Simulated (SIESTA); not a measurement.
## Input and output of a self-consistent single point for InHO2 (Pmn2_1, 8 atoms in the cell) (SIESTA)

Method: LDA PW92, numerical atomic orbitals DZP, PseudoDojo LDA standard norm-conserving potentials (rewritten from UPF to PSML) in SIESTA 5.4.2.

Input:

```
# files in the folder: In.psml H.psml O.psml (PseudoDojo LDA standard)
SystemName  InHO2
SystemLabel siesta

NumberOfAtoms                8
NumberOfSpecies              3
%block ChemicalSpeciesLabel
  1 49 In
  2 1 H
  3 8 O
%endblock ChemicalSpeciesLabel
LatticeConstant              3.298500 Ang
%block LatticeVectors
     1.000000000    0.000000000    0.000000000
     0.000000000    1.391699257    0.000000000
     0.000000000    0.000000000    1.607436714
%endblock LatticeVectors
AtomicCoordinatesFormat      Ang
%block AtomicCoordinatesAndAtomicSpecies
     0.000000000    3.341623129    0.001855745  1
     1.649250000    1.248896871    2.652920745  1
     0.000000000    3.677465572    2.540303504  2
     1.649250000    0.913054428    5.191368504  2
     0.000000000    2.400015666    3.385463026  3
     1.649250000    2.190504334    0.734398026  3
     0.000000000    4.505962622    1.930134384  3
     1.649250000    0.084557378    4.581199384  3
%endblock AtomicCoordinatesAndAtomicSpecies

XC.functional                LDA
XC.authors                   PW92
PAO.BasisSize                DZP
PAO.EnergyShift              0.01 Ry
MeshCutoff                   300 Ry
%block kgrid.MonkhorstPack
    7   0   0  0.0
    0   5   0  0.0
    0   0   4  0.0
%endblock kgrid.MonkhorstPack
OccupationFunction           FD
ElectronicTemperature        116.05 K

MaxSCFIterations             150
SCF.Mixer.Method             Broyden
SCF.Mixer.Weight             0.1
SCF.Mixer.History            8
SCF.DM.Tolerance             1.0E-05
Diag.ParallelOverK           true
WriteForces                  true
Charge.Mulliken              end
```

Output, abridged:

```
reinit: Reading from file input.fdf

reinit: System Name: InHO2
reinit: System Label: siesta

coor:   Atomic-coordinates input format  =     Cartesian coordinates
coor:                                          (in Angstroms)

siesta: Atomic coordinates (Bohr) and species
siesta:      0.00000   6.31475   0.00351  1        1
siesta:      3.11663   2.36007   5.01329  1        2
siesta:      0.00000   6.94940   4.80048  2        3
siesta:      3.11663   1.72542   9.81026  2        4
siesta:      0.00000   4.53537   6.39760  3        5
siesta:      3.11663   4.13945   1.38781  3        6
siesta:      0.00000   8.51504   3.64743  3        7
siesta:      3.11663   0.15979   8.65721  3        8

siesta: System type = bulk

initatomlists: Number of atoms, orbitals, and projectors:      8    98    98

siesta: ******************** Simulation parameters ****************************
redata: Spin configuration                          = none
redata: Time-Reversal Symmetry                      = T
redata: Number of Atomic Species                    =        3
redata: Mesh Cutoff                                 =   300.0000 Ry
redata: Net charge of the system                    =     0.0000 |e|
redata: Min. number of SCF Iter                     =        0
redata: Max. number of SCF Iter                     =      150
redata: SCF convergence failure will abort job
redata: SCF mix quantity                            = Hamiltonian
redata: Mix DM or H after convergence               =   F
redata: Recompute H after scf cycle                 =   F
redata: Mix DM in first SCF step                    =   T
redata: No kicks to SCF
redata: DM Mixing Weight for Kicks                  =     0.5000
redata: Require Harris convergence for SCF          =   F
redata: Harris energy tolerance for SCF             =     0.000100 eV
redata: Require DM convergence for SCF              =   T
   [... lines left out ...]
diag: Parallel distribution                         =     1 x     1
diag: Used triangular part                          = Lower
diag: Absolute tolerance                            =  0.100E-15
diag: Orthogonalization factor                      =  0.100E-05
diag: Memory factor                                 =  1.0000

superc: Internal auxiliary supercell:     7 x     5 x     5  =     175
superc: Number of atoms, orbitals, and projectors:   1400  17150  17150

                        Single-point calculation

superc: Internal auxiliary supercell:     7 x     5 x     5  =     175
superc: Number of atoms, orbitals, and projectors:   1400  17150  17150

outcell: Unit cell vectors (Ang):
        3.298500    0.000000    0.000000
        0.000000    4.590520    0.000000
        0.000000    0.000000    5.302130

outcell: Cell vector modules (Ang)   :    3.298500    4.590520    5.302130
outcell: Cell angles (23,13,12) (deg):     90.0000     90.0000     90.0000
outcell: Cell volume (Ang**3)        :     80.2840
new_DM -- step:     1
Initializing Density Matrix...

Attempting to read DM from file... Failed...
DM filled with atomic data:

InitMesh: MESH = 36 x 48 x 60 = 103680
InitMesh: Mesh cutoff (required, used) =   300.000   302.177 Ry

stepf: Fermi-Dirac step function
        iscf     Eharris(eV)        E_KS(eV)     FreeEng(eV)     dDmax    Ef(eV) dHmax(eV)
   scf:    1    -5418.812677    -5428.458183    -5428.458183  1.679429 -5.474425  7.145701
   scf:    2    -5433.171805    -5430.945714    -5430.945714  0.040054 -7.283001  4.931637
   scf:    3    -5434.566830    -5433.687686    -5433.687686  0.109449 -6.475058  1.311913
   scf:    4    -5433.724251    -5433.740404    -5433.740404  0.032658 -6.531214  0.718676
   scf:    5    -5433.738677    -5433.739693    -5433.739693  0.004093 -6.531531  0.764939
   scf:    6    -5433.798927    -5433.781149    -5433.781149  0.020659 -6.501453  0.089843
   [... 4 lines left out ...]
   scf:   11    -5433.781733    -5433.781729    -5433.781729  0.000493 -6.498712  0.001226
   scf:   12    -5433.781730    -5433.781729    -5433.781729  0.000263 -6.498099  0.000367
   scf:   13    -5433.781729    -5433.781729    -5433.781729  0.000051 -6.497978  0.000272
   scf:   14    -5433.781729    -5433.781729    -5433.781729  0.000010 -6.497952  0.000226
   scf:   15    -5433.781729    -5433.781729    -5433.781729  0.000004 -6.497942  0.000190
SCF Convergence by DM+H criterion
max |DM_out - DM_in|         :     0.0000035524
max |H_out - H_in|      (eV) :     0.0001898064
SCF cycle converged after 15 iterations

Using DM_out to compute the final energy and forces

siesta: E_KS(eV) =            -5433.7817

siesta: E_KS - E_eggbox =     -5433.7817

siesta: Atomic forces (eV/Ang):
     1    0.000000    0.051866    0.042890
     2    0.000000   -0.051866    0.042890
     3   -0.000000   -0.726133    0.570805
     4    0.000000    0.726133    0.570804
     5   -0.000000    0.066996   -0.148284
     6   -0.000000   -0.066996   -0.148284
     7   -0.000000    0.782620   -0.463986
     8   -0.000000   -0.782620   -0.463985
   Tot    0.000000   -0.000000    0.002850
   Max    0.782620
   Res    0.377698    sqrt( Sum f_i^2 / 3N )
   Max    0.782620    constrained

Stress tensor Voigt[x,y,z,yz,xz,xy] (kbar):       40.58       34.06       28.33        0.00       -0.00       -0.00
(Free)E + p*V (eV/cell)    -5435.5017
Target enthalpy (eV/cell)    -5433.7817

siesta: Program's energy decomposition (eV):
siesta: Ebs     =      -799.447324
siesta: Eions   =      7077.621825
siesta: Ena     =       753.692207
siesta: Ekin    =      3530.808676
siesta: Enl     =     -1116.103529
siesta: Eso     =         0.000000
siesta: Edftu   =         0.000000
siesta: DEna    =        16.899853
siesta: DUscf   =         2.380703
siesta: DUext   =         0.000000
siesta: Ex      =     -1407.097474
siesta: Ec      =      -136.740340
siesta: Exc     =     -1543.837815
siesta: Eharris =     -5433.781729
siesta: Etot    =     -5433.781729
siesta: FreeEng =     -5433.781729

siesta: Atomic forces (eV/Ang):
siesta:      1    0.000000    0.051866    0.042890
siesta:      2    0.000000   -0.051866    0.042890
siesta:      3   -0.000000   -0.726133    0.570805
siesta:      4    0.000000    0.726133    0.570804
siesta:      5   -0.000000    0.066996   -0.148284
siesta:      6   -0.000000   -0.066996   -0.148284
siesta:      7   -0.000000    0.782620   -0.463986
siesta:      8   -0.000000   -0.782620   -0.463985
siesta: ----------------------------------------
   [... lines left out ...]
siesta: Cell volume =         80.283952 Ang**3
siesta:         -34.32374177        -50.70860272  kBar
   [... lines left out ...]
              1.987   1.991   1.987   1.993   1.996   0.054   0.092   0.032

              0.108   0.111

Species: H
Atom  Qatom  Qorb
               1s      1s      2Ppy    2Ppz    2Ppx
   3  1.126   0.713   0.160   0.121   0.083   0.050
   4  1.126   0.713   0.160   0.121   0.083   0.050

Species: O
Atom  Qatom  Qorb
               2s      2s      2py     2pz     2px     2py     2pz     2px
               3Pdxy   3Pdyz   3Pdz2   3Pdxz   3Pdx2-y2
   5  6.498   1.685   0.051   1.647   1.644   1.644  -0.056  -0.063  -0.080
              0.005   0.006   0.005   0.005   0.005
   6  6.498   1.685   0.051   1.647   1.644   1.644  -0.056  -0.063  -0.080
              0.005   0.006   0.005   0.005   0.005
   7  6.242   1.454   0.170   1.286   1.447   1.641   0.161   0.078  -0.025
              0.005   0.010   0.004   0.005   0.006
   8  6.242   1.454   0.170   1.286   1.447   1.641   0.161   0.078  -0.025
              0.005   0.010   0.004   0.005   0.006

mulliken: Qtot =       52.000

Mulliken Atomic Populations:
Atom #   charge [q] valence [e]  Species
     1     0.865649   12.134351  In
     2     0.865649   12.134351  In
     3    -0.126101    1.126101  H
     4    -0.126101    1.126101  H
     5    -0.497949    6.497949  O
     6    -0.497949    6.497949  O
     7    -0.241600    6.241600  O
     8    -0.241600    6.241600  O
 Total    -0.000000
```

The run converged in 15 iterations.

The starting cell comes from a database of computed structures (which also holds hypothetical and non-ambient phases and stackings), without a prior relaxation at this level. Values carry the incompleteness of an atom-centred basis. With a pressure of about -3 GPa the cell is away from its equilibrium volume at this level.

Cost on one core of a shared machine: roughly 30 s.
